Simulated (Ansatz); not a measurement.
Consider BN in the zinc blende structure (space group F-43m, No. 216; a = 3.610 Å). Axes: x, y, z lie along the cube axes.

The values are results of r2SCAN/PAW in Ansatz (a quantum-chemistry and plane-wave program), without spin-orbit coupling, not measurements.

Base values:

The band gap comes out as 5.00 eV and the pressure is 0.00 GPa. The valence-band top at Γ is 0.00, 0.00, 0.00 eV.

It is then changed as follows: biaxial strain +2.31 %, plane normal [110], relaxed out of plane (Cartesian); in-plane vectors clamped, the third vector and the atoms free.

### Question
What does the calculation give for the ratio −ε⊥/ε∥, band gap, pressure and valence-band top at Γ after the change?

### Answer
The ratio −ε⊥/ε∥ amounts to 0.20; the band gap drops by 0.22 eV to 4.78 eV; the pressure (mean of the normal stresses, compression positive) goes from zero to -14.67 GPa; the valence-band top at Γ (three highest levels, from the VBM) becomes 0.00, -0.09, -0.19 eV (base: 0.00, 0.00, 0.00 eV).

A biaxial case was relaxed in a doubled cell and then solved in the primitive one. No phonon test of stability was made.
